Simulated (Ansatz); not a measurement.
CsCl-type HoRh, treated with r²SCAN+rVV10 (Ansatz, a program for electronic structure, plane waves, PAW).

Numerical settings: plane-wave cutoff 560 eV, 16×16×16 k mesh, Fermi–Dirac smearing 0.05 eV, spin-polarised with parallel moments, scalar-relativistic PAW data made under PBE.

Computed at the level's own relaxed cell.

Q: Give the computed equilibrium lattice constant a.

A: 
* **equilibrium lattice constant a**: 3.381 Å

Note: the magnetic order was assumed, not searched for or taken from measurement; the 4f shell is treated without U or exact exchange, so its levels and filling can be wrong.

Spin–orbit coupling is not included.

Static lattice: no zero-point or thermal effects.
